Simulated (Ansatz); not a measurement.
Nb2SnC (P6_3/mmc), Ansatz (a quantum-chemistry and plane-wave program) with PBEsol, DFPT electron-phonon coupling, linearised Boltzmann equation. Phonon-limited resistivity 25.5 μΩ·cm at 300 K along z (a = (3.23, 0.00, 0.00) Å; b = (-1.62, 2.80, 0.00) Å; c = (0.00, 0.00, 13.75) Å), 36.0 μΩ·cm at 400 K, current-weighted mean free path 7.3 nm, Drude plasma energy 4.27 eV.

Task: What Drude relaxation time do resistivity and plasma energy imply?

Result: ω_p = 6.49e15 s⁻¹, so τ = 1/(ε₀ ω_p² ρ) = 10.5 fs, a damping ħ/τ of 62.5 meV.

Task: Estimate the resistivity of a 40 nm square wire with diffuse walls from ρ ≈ ρ₀(1 + 3ℓ/4d).

Result: 1 + 0.75 × 7.3/40 = 1.14, so ρ ≈ 29.0 μΩ·cm and a line 1 μm long has 181 Ω. The formula is the free-electron limit for d well above ℓ; grain boundaries add to it.

Task: Estimate the electronic thermal conductivity at 300 K by the Wiedemann-Franz law (L₀ = 2.44×10⁻⁸ W·Ω/K²).

Result: L₀T/ρ = 2.44×10⁻⁸ × 300/(25.5×10⁻⁸) = 28.7 W/(m·K). Inelastic scattering puts the true Lorenz number somewhat under L₀ near and below the Debye temperature.

A metal at this level (no band gap). Only scattering by harmonic phonons is included (no impurities, grain boundaries, electron-electron scattering or thermal expansion). Spin-orbit coupling is left out. Halving the electron mesh (32x32x8) moves the resistivity by up to 8 % at 300 K, the mean free path by up to 4 %. Smearing 0.20 eV; phonons on a 5x5x1 q mesh, which this run doesn't test.

Computed structure with no diffraction record at hand here (it may be known, metastable or hypothetical): Nb2SnC (P6_3/mmc).
